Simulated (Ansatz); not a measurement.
The starting structures come from a database of crystals and need not be the phases stable at ambient conditions.

Tunnelling through a barrier is set by its complex band structure: the current falls as exp(−2κd) with the smallest κ.

Here is the system:

```yaml
crystal:
  lattice:
    - [3.99574, 0.00000, 0.00000]
    - [0.00000, 14.85571, 0.00000]
    - [0.00000, -3.09567, 6.03367]
  atoms:
    - { symbol: Sc, position: [0.72436, 0.63040, 0.34818] }
    - { symbol: Sc, position: [0.77564, 0.13040, 0.41262] }
    - { symbol: Sc, position: [0.22436, 0.36960, 0.15182] }
    - { symbol: Sc, position: [0.27564, 0.86960, 0.08738] }
    - { symbol: Ag, position: [0.48460, 0.88068, 0.59340] }
    - { symbol: Ag, position: [0.01540, 0.38068, 0.66796] }
    - { symbol: Ag, position: [0.98460, 0.11932, 0.90660] }
    - { symbol: Ag, position: [0.51540, 0.61932, 0.83204] }
    - { symbol: Se, position: [0.22335, 0.72551, 0.64761] }
    - { symbol: Se, position: [0.27665, 0.22551, 0.30341] }
    - { symbol: Se, position: [0.72335, 0.27449, 0.85239] }
    - { symbol: Se, position: [0.77665, 0.77449, 0.19659] }
    - { symbol: Se, position: [0.22898, 0.53041, 0.05934] }
    - { symbol: Se, position: [0.27102, 0.03041, 0.50148] }
    - { symbol: Se, position: [0.72898, 0.46959, 0.44066] }
    - { symbol: Se, position: [0.77102, 0.96959, 0.99852] }
```

Space group of this cell: P2_12_12_1. The cell is taken as given.

Transport runs along the normal of the first two printed cell vectors.

The gap is the functional's own, uncorrected, and κ follows it; spin-orbit coupling is left out. Mid-gap values are interpolated between the computed energies.

### Question
Compute, with r2SCAN in Ansatz (a program for electronic structure), the band gap and the smallest decay constant κ at mid-gap.

### Answer
Gap 1.09 eV on a 8×6×6 mesh; κ = 0.176 1/Å, at the zone centre.
